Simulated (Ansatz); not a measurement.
Pressure series in Pt

Consider Pt in the fcc (Cu type) structure (space group Fm-3m, No. 225; a = 3.9703 Å).

Cell and atoms are relaxed at each pressure.

Calculations: Ansatz (a program for electronic structure) PBE, no spin-orbit coupling.

| pressure (GPa) | volume per atom (Å³/atom) |
|---|---|
| -2 | 15.777 |
| -1 | 15.711 |
| 0 | 15.646 |
| 3 | 15.463 |
| 7 | 15.239 |
| 15 | ? |
| 50 | 13.619 |
| 75 | 13.011 |
| 100 | 12.525 |

Problem. Fit the third-order Birch–Murnaghan form P(V) = (3B₀/2)[(V₀/V)^(7/3) − (V₀/V)^(5/3)]·[1 + (3/4)(B₀′ − 4)((V₀/V)^(2/3) − 1)] (squares taken in P) to the rows shown and predict the withheld row.

Solution. Least squares on the printed values gives V₀ = 15.646 Å³/atom, B₀ = 250 GPa, B₀′ = 5.3; this predicts 14.849 Å³/atom, and the run gives 14.846 Å³/atom, 0.003 lower.

Measured bulk modulus of Pt: 289 GPa (static lattice; corrected from measurement; as listed in H. Levämäki et al., Physical Review B (2014)); the computed value is 14 % below it.

Load acts through the strain it causes; cell and atoms are relaxed under it. No phonon test of stability was made. No other phases were tried under pressure. The final runs are not spin-polarised.
